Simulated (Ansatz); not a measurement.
Here is the system:

```xyz
3
Lattice="1.5623 0.9020 5.7408 -1.5623 0.9020 5.7408 0.0000 -1.8039 5.7408" Properties=species:S:1:pos:R:3 pbc="T T T"
Mo     0.0000     0.0000     0.0009
S      0.0000     0.0000    13.0354
S      0.0000     0.0000     9.9264
```

No spin polarisation.

Computed with plane-wave PAW DFT at the r2SCAN+rVV10 level (Ansatz, a quantum-chemistry and plane-wave program, 500 eV), scalar-relativistic without spin-orbit coupling. k-mesh 12×12×12 (Γ-centred); smearing 0.05 eV (Fermi–Dirac).

Problem. Predict the gap character.

Solution. Indirect, T → Γ–S₀ (56 % along).

Problem. What is the computed smallest direct gap?

Solution. 1.95 eV.

Problem. Estimate the band gap.

Solution. 0.59 eV.

Problem. Predict the width of the top valence band.

Solution. 2.19 eV.

Load acts through the strain it causes; cell and atoms are relaxed under it. Whether these cells are dynamically stable was not tested. No other phases were tried under pressure. The cell was made from MoS$_{2}$ in the 3R-MoS2 type structure (space group R3m, No. 160; layered, stacked along the Cartesian z axis) by this change: pressure 7.5 GPa.
